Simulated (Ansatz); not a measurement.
MgInGaO₄ (model structure, started from the InGaZnO4 type, R3m, No. 160, 7 atoms in the cell), treated with r²SCAN (Ansatz, a first-principles code, plane waves, PAW).

Settings: plane-wave cutoff 560 eV, 12×12×12 k mesh, Fermi–Dirac smearing 0.01 eV, scalar-relativistic PAW data made under PBE.

Cell (relaxed at this level):

```
GaInMgO4
1.0
    1.66827     0.96318     8.42617
   -1.66827     0.96318     8.42617
    0.00000    -1.92636     8.42617
In Ga Mg O
1 1 1 4
Direct
  0.99801   0.99801   0.99801
  0.21232   0.21232   0.21232
  0.78440   0.78440   0.78440
  0.13512   0.13512   0.13512
  0.87613   0.87613   0.87613
  0.28842   0.28842   0.28842
  0.70560   0.70560   0.70560
```

### Question
Predict the band gap and bulk modulus B0.

### Answer

- band gap: 2.77 eV (on the SCF k mesh)
- bulk modulus B0: 169 GPa

Note: the bulk modulus is −V dP/dV from two relaxed cells at ±2 % in volume; the relaxation could raise the start's symmetry but not lower it, so the cell can be a saddle point.

Spin–orbit coupling is not included.

Static lattice: no zero-point or thermal effects.

A model structure was made by putting elements into a prototype or built by hand; it is no filed structure, need not be a known phase, and can be a saddle point held by its symmetry.
